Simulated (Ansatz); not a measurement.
Structures of equal composition on the (100) surface of rock-salt TiN: a layer of Co, one atom over each N; a layer of Co, one atom over each Ti. The slabs share one bottom face, and each structure is named by its start. These are constructed structures in small cells; real faces may alloy, dewet or reconstruct in larger ones, and not all known structures of the face are among them. Slabs of about 13 Å, Fermi-Dirac smearing of 0.1 eV. Bottom of the slabs: a bare face, its two planes held. Relaxed from the named starts with such symmetry as they have, on meshes of like density; energies extrapolated to zero smearing; spin only where a row says so; no spin-orbit coupling, no U. Brackets mark spin-polarised runs, whose order is one that fits the cell.

Calculation: PBE (plane waves to 420 eV, PAW; Ansatz, a first-principles code).

**Question.** Put the candidates in order of energy per 1x1 cell, lowest first, for PBE.

**Answer.** a layer of Co, one atom over each N (0.000 eV [spin, 1.4 μB a cell]), a layer of Co, one atom over each Ti (1.103 eV [spin, 0.8 μB a cell])
